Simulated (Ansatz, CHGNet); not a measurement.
For TaN (model structure, started from the NbAs type, I4₁md, No. 109, 4 atoms in the cell), the machine-learned potential CHGNet-r²SCAN (trained on r²SCAN data) gives:

| Property | Value |
|---|---|
| lattice parameter a | 2.919 Å |
| lattice parameter c | 10.145 Å |

Question: What does r²SCAN in Ansatz (PAW) give for the same quantities?

Answer: 
- lattice constant a: 2.901 Å (drops by 0.6 %)
- lattice parameter c: 10.239 Å (increases by 0.9 %)

Changes are worked out from the printed values.

Unless a cell is named, each level is at its own relaxed cell (CHGNet-r²SCAN 10.80, r²SCAN 10.77 Å³/atom).

Levels without +SOC leave out spin–orbit coupling, which shifts energies and cells of such heavy elements.

Ansatz's density-functional and Hartree–Fock values are scalar-relativistic unless marked +SOC, with PAW data made under PBE.

A model structure was made by putting elements into a prototype or built by hand; it is no filed structure, need not be a known phase, and can be a saddle point held by its symmetry.

Ansatz is a quantum-chemistry and plane-wave program.
